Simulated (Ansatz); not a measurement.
# ZnSnN2 (Pna2₁, No. 33, 16 atoms in the cell; start mp-1029469): properties by level of theory

```json
[
 {"level (code)": "LDA (Ansatz)", "cohesive energy (eV/atom)": "4.58", "band gap (eV)": "0.26"},
 {"level (code)": "PBE-D3(BJ) (Ansatz)", "cohesive energy (eV/atom)": "3.92", "band gap (eV)": "0.17"},
 {"level (code)": "r²SCAN+rVV10 (Ansatz)", "cohesive energy (eV/atom)": "3.84", "band gap (eV)": "0.51"}
]
```

Computed values are for a static lattice. Levels without +SOC have no spin–orbit coupling; where heavier elements are present it shifts gaps, mostly down, and can invert bands.  Each level is taken at its own relaxed cell. Cutoffs differ between the levels. Ansatz's density-functional and Hartree–Fock values are scalar-relativistic unless marked +SOC, with PAW data made under PBE.

Caveats: the relaxation could not lower the start's symmetry, so the cell can be a saddle point above a distorted one (LDA, PBE-D3(BJ), r²SCAN+rVV10). Ansatz's density-functional and Hartree–Fock values are scalar-relativistic unless marked +SOC, with PAW data made under PBE.

Unless a cell is named, each level is at its own relaxed cell (LDA 12.99, PBE-D3(BJ) 13.57, r²SCAN+rVV10 13.36 Å³/atom).

Free atoms are spin-polarised, in the lowest state found; at levels without +SOC their spin–orbit coupling is left out.

Static lattice: no zero-point or thermal effects.

A start named mp-… is a Materials Project structure, which need not be a measured phase.

Ansatz is an electronic-structure program.
